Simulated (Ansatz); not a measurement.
**rock-salt ZrN (1 1 0) on zinc-blende GaSb (1 1 0) (film strained to the substrate, started from cuts of the bulks and a machine-learned relaxation; slabs Ga6Sb6 and N12Zr12, which can lie off the formulas)**

A periodic stack without vacuum, rock-salt ZrN (1 1 0) on zinc-blende GaSb (1 1 0) (film strained to the substrate, started from cuts of the bulks and a machine-learned relaxation; slabs Ga6Sb6 and N12Zr12, which can lie off the formulas): substrate slab Ga6Sb6, film N12Zr12, surface cells [[0, -1], [1, -1]] and [[1, 0], [1, 2]], film strained by -4.4 and -4.4 %, outermost planes GaSb/GaSb and NZr/NZr as cut, which need not be the usual terminations and can put a slab off its formula.

The start was prepared with a machine-learned potential, and the result is one local minimum, with the in-plane cell held and forces under 0.04 eV/Å; the film can end far from its bulk form.

Level of theory: PBE (plane waves to 420 eV, PAW; Ansatz, an electronic-structure program). No spin–orbit coupling; the runs are not spin-polarised. Its k-point mesh 9×5×1, Fermi–Dirac width 0.05 eV.

```
Item                                                                                       Result
--------------------------------------------------------------------------------  ---------------
interface area                                                                            27.3 Å²
period                                                                                    24.29 Å
heights between the nearest atoms of the two slabs at the two interfaces          2.07 and 2.36 Å
Ga–Zr contacts across the interfaces within 1.22 times the sum of covalent radii   4, mean 3.01 Å
Sb–Zr contacts across the interfaces within 1.22 times the sum of covalent radii   4, mean 2.97 Å
Ga–N contacts across the interfaces within 1.22 times the sum of covalent radii    1, mean 2.07 Å
```

```xyz
36
Lattice="4.3928 -0.0001 0.0502 4.3925 6.2123 0.1038 -0.8149 1.7671 24.2987" Properties=species:S:1:pos:R:3 pbc="T T T"
Ga     8.3183     6.6960     3.7789
Ga     5.0006     4.4610     1.2500
Ga     8.1946     6.5885     8.2019
Ga     6.0146     3.4952     5.7669
Ga     3.7473     6.4675    12.6345
Ga     5.9738     3.3937    10.0395
Sb     4.4685     1.6396     1.3376
Sb     6.0931     5.1049     3.6295
Sb     3.8124     1.9708     5.9034
Sb     6.0010     5.0498     7.9674
Sb     3.7742     1.8973    10.3597
Sb     5.9493     4.9157    12.2538
N      3.7217     3.3748    14.8989
N      3.7252     6.5480    14.7016
N      1.5087     1.8163    16.3433
N      5.9011     4.9059    16.3759
N      3.6843     6.4656    18.1235
N      3.6848     3.3603    18.0669
N      5.8627     4.8922    19.7753
N      1.4707     1.7858    19.6803
N      3.6463     3.3205    21.4759
N      3.6423     6.4271    21.4908
N      1.4458     1.7643    22.8646
N      1.4348     4.8719    22.8842
Zr     3.7055     1.8097    16.3566
Zr     3.7048     4.9372    16.3564
Zr     1.5255     3.3866    14.7442
Zr     5.9207     6.4859    14.8604
Zr     3.6660     4.8963    19.7717
Zr     3.6669     1.7881    19.7656
Zr     5.8818     6.4475    18.1006
Zr     1.4891     3.3518    17.9960
Zr    -0.7589     1.7641    23.0971
Zr     3.6196     4.8465    23.1164
Zr     1.4486     3.3260    21.4439
Zr     5.8453     6.4368    21.5287
```
